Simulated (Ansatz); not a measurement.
Cost and result by functional for the surface energy of the (110) surface of beta Ga2O3 in its 1x1 cell (cut with top plane Ga + O, bottom plane Ga + O), outermost plane spacing 0.22 Å in the ideal cut (in the relaxation 2 Ga–O bonds formed; 6 Ga–O bonds broke; O ended outermost), in Ansatz (plane waves, PAW). Single points on the PBE structure, on one kind of machine; costs are rough ratios of the slab run's core time (references not counted) to the cheapest single point. r2SCAN's cost holds its higher cutoff (500 against 420 eV). Differences are taken against r2SCAN for comparison alone: no measured value is at hand, so the table doesn't rank accuracy.

Slab: 40 atoms, Ga16O24, 11.4 Å thick at the start; k 5x4x1, smearing 0.025 eV, dipole-corrected; all atoms relaxed; start symmetry kept, larger cells not searched; no spin, no spin-orbit, no U. These notes are the PBE run's.

| functional | relative cost | surface energy (J/m²) | less r2SCAN (J/m²) |
|---|---|---|---|
| PBEsol | 1 | 1.50 | -0.15 |
| RPBE | 1 | 1.13 | -0.52 |
| LDA | 1 | 1.68 | 0.03 |
| r2SCAN | 2 | 1.65 | 0.00 |
| PBE (the relaxed run's value) | – | 1.33 | -0.32 |

The values span 0.54 J/m², while the single points' costs differ by a factor of roughly 2. Differences are of unrounded values.

Ansatz is an electronic-structure program.
